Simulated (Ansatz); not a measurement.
## Convergence series on RbVF3 (Pm-3m, 5 atoms in the cell)

```
CELL_PARAMETERS angstrom
      4.18200     0.00000     0.00000
      0.00000     4.18200     0.00000
      0.00000     0.00000     4.18200
ATOMIC_POSITIONS crystal
  Rb 0.00000 0.00000 0.00000
  F  0.50000 0.50000 0.00000
  F  0.00000 0.50000 0.50000
  F  0.50000 0.00000 0.50000
  V  0.50000 0.50000 0.50000
```
Moments meant for the start (each program seeds them in its own way; μB, in the order of the atoms Rb F F F V): 0.0 0.0 0.0 0.0 2.0.

Computed with LDA (PW92), harder PAW files (source: ansatz) made with PBE (plane waves; Ansatz, a program for electronic structure).

The starting cell comes from a database of published, mostly measured structures (it also holds non-ambient and calculated ones), without a prior relaxation at this level. With one magnetic atom in the cell only a parallel order is possible. In the base run, with a pressure of about -6 GPa the cell is away from its equilibrium volume at this level. Ansatz's pressure includes its estimate of the finite-basis (Pulay) stress.

Held fixed: kpoints.mp_grid.grid = 4 4 4; hamiltonian.xc = lda; hamiltonian.pseudopotentials = {kind: paw, source: ansatz}; magnetization.spin_polarized = true; scf.occupations.method = gaussian; scf.occupations.width = 0.05 eV.

ΔF is the free energy per atom less that of the last row (2100 eV).

The first pressure column holds Ansatz's estimate of the finite-basis (Pulay) stress, which hides part of the cutoff error; the other is without it.

```tsv
basis.ecutwfc	ΔF (meV/atom)	pressure (GPa)	size of the net moment (μB/atom)	pressure at a fixed set of plane waves (GPa)	plane waves	iterations
420 eV	4284.4	-8.89	0.60	-167.99	1365	11
525 eV	1163.0	-5.95	0.60	-63.61	2007	11
630 eV	___	-6.06	0.60	-23.98	2601	10
735 eV	63.3	-6.17	0.60	-11.25	3287	10
840 eV	___	-6.14	0.60	-7.38	3959	10
945 eV	1.75	-6.13	0.60	-6.36	4801	10
1050 eV	0.32	-6.13	0.60	-6.16	5695	10
1210 eV	0.19	-6.13	0.60	-6.14	6979	10
1365 eV	0.16	-6.13	0.60	-6.14	8385	10
1575 eV	0.10	-6.13	0.60	-6.14	10395	10
1840 eV	0.02	-6.13	0.60	-6.14	13133	10
2100 eV	0.00	-6.13	0.60	-6.14	15967	10
```

Task: What belongs in the gaps?

Result: 
- 630 eV, ΔF (meV/atom): 282.5
- 840 eV, ΔF (meV/atom): 11.9

Keys are those of Ansatz 0.2.
